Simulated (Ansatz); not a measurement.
# One-dimensional CaO body, 2 atoms a period

Levels: PBE (plane waves to 420 eV, PAW; Ansatz, a quantum-chemistry and plane-wave program); r2SCAN (plane waves to 500 eV, PAW; Ansatz); Ansatz with HSE06. Unmarked values and the geometry are of the first. Mesh 1×1×70. No spin polarisation. Isolated but for its images some 11 Å away. A hypothetical model. Only distortions within the start's symmetry and period were free. Pairing along the axis, which can open a gap, is among the distortions not tried. HSE06 ran on a 1×1×5 mesh and at PBE's edge points. Buckling under compression is shut out by symmetry and the short period.

```
Quantity                                                                 Result
---------------------------------------------------------  --------------------
period along the axis (2 atoms)                                         4.170 Å
PBE gap                                                    1.44 eV, direct at Γ
electron mass along the axis (PBE)                                       1.1 mₑ
hole mass along the axis (PBE)                                          0.33 mₑ
valence and conduction edges under the vacuum level (PBE)      3.11 and 1.67 eV
r2SCAN gap at this geometry                                             2.05 eV
HSE06 gap at this geometry                                              2.73 eV
axial stiffness dF/dε                                                     52 nN
```

```yaml
crystal:
  lattice:
    - [11.00000, 0.00000, 0.00000]
    - [0.00000, 11.00000, 0.00000]
    - [0.00000, 0.00000, 4.16976]
  atoms:
    - { symbol: Ca, position: [0.50000, 0.50000, 0.00000] }
    - { symbol: O, position: [0.50000, 0.50000, 0.50000] }
```
